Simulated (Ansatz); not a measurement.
The reference is ZnS (space group P4_2/mnm, No. 136; a = 6.5179 Å, c = 3.8080 Å; a hypothetical phase, not in the database extracts checked). Axes: x, y, z lie along a, b, c of the conventional cell.

Calculations: PBEsol (Ansatz, a first-principles code; PAW; 420 eV plane waves; without spin-orbit coupling).

Strains are applied to the cell and any free atomic positions relax; under biaxial strain the out-of-plane vector relaxes too.

One change was made to it. Results:

```json
[
 {"quantity": "band gap", "base": "2.24 eV", "after": "2.14 eV"},
 {"quantity": "valence-band top at Γ (three highest levels, from the VBM)", "base": "0.00, 0.00, -0.01 eV", "after": "0.00, -0.10, -0.10 eV"}
]
```

### Question
Name the change that was made.
A) biaxial strain +1.74 %, plane normal [001], relaxed out of plane
B) tensor shear ε_xz = +0.68 %
C) biaxial strain +1.19 %, plane normal [001], relaxed out of plane

### Answer
C, biaxial strain +1.19 %, plane normal [001], relaxed out of plane. For comparison, the band gap in the other runs: biaxial strain +1.74 %, plane normal [001], relaxed out of plane gives 2.08 eV; tensor shear ε_xz = +0.68 % gives 2.22 eV.

No phonon test of stability was made.
